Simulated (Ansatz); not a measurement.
Terminations of the (100) surface of fcc Pd, measured from the surface 'clean 1x1'. Atoms come from or go to: Ag: fcc Ag, Al: fcc Al, Co: hcp Co, ferromagnetic, Cr: bcc Cr, antiferromagnetic, Mo: bcc Mo, Nb: bcc Nb, Pd: fcc Pd, Rh: fcc Rh, Ru: hcp Ru, Sc: hcp Sc, Sn: beta tin, Ti: hcp Ti. ΔE is the energy of forming the row's surface from that one (negative: more stable at these reservoirs); the vacuum level's shift is aligned on the shared bottom. No zero-point or thermal terms. These are constructed structures in small cells; real faces may alloy, dewet or reconstruct in larger ones, and not all known structures of the face are among them. Slabs of about 10 Å with all that they carry, Fermi-Dirac smearing of 0.1 eV. Bottom of the slabs: a bare face, its two planes held. Relaxed from the named starts with such symmetry as they have, on meshes of like density; energies extrapolated to zero smearing; no spin-orbit coupling, no U. Spin-polarised runs, if any, are marked in brackets, and their order is one that fits the cell; the others ran without spin. A dash marks a value that is undefined for that row (no clear gap, or no work function of a gapped slab) or was not read reliably on its mesh.

Level of theory: PBE (plane waves to 420 eV, PAW; Ansatz, an electronic-structure program).

| surface | atoms added per 1x1 | ΔE per 1x1 (eV) | shift of the vacuum level (eV) | work function (eV) |
|---|---|---|---|---|
| a layer of Co in place of the second plane [spin, 3.0 μB a cell] | +1 Co, -1 Pd | … | -0.24 | 4.83 |
| a pseudomorphic layer of Mo in the host's stacking | +1 Mo | … | -0.15 | 4.93 |
| a layer of Nb in place of the second plane | +1 Nb, -1 Pd | -1.17 | -0.87 | 4.23 |
| a pseudomorphic layer of Ag in the host's stacking | +1 Ag | … | -0.66 | 4.42 |
| a layer of Sc in place of the second plane | -1 Pd, +1 Sc | -1.93 | -0.71 | 4.35 |
| a pseudomorphic layer of Nb in the host's stacking | +1 Nb | 0.13 | -0.39 | 4.69 |
| a layer of Ru in place of the second plane | -1 Pd, +1 Ru | 0.37 | -0.31 | 4.77 |
| a layer of Rh in place of the second plane | -1 Pd, +1 Rh | 0.20 | -0.12 | 4.97 |
| a pseudomorphic layer of Sn in the host's stacking | +1 Sn | -0.72 | -0.86 | 4.23 |
| a layer of Al in place of the second plane | +1 Al, -1 Pd | … | -0.35 | 4.72 |
| a layer of Cr in place of the second plane [spin, 2.9 μB a cell] | +1 Cr, -1 Pd | … | -0.41 | 4.66 |
| a layer of Ti in place of the second plane | -1 Pd, +1 Ti | -1.79 | -0.72 | 4.35 |

### Question
Complete the blanks.

### Answer

- a layer of Co in place of the second plane [spin, 3.0 μB a cell], ΔE per 1x1 (eV): -0.05
- a pseudomorphic layer of Mo in the host's stacking, ΔE per 1x1 (eV): 0.83
- a pseudomorphic layer of Ag in the host's stacking, ΔE per 1x1 (eV): -0.40
- a layer of Al in place of the second plane, ΔE per 1x1 (eV): -2.41
- a layer of Cr in place of the second plane [spin, 2.9 μB a cell], ΔE per 1x1 (eV): -0.12
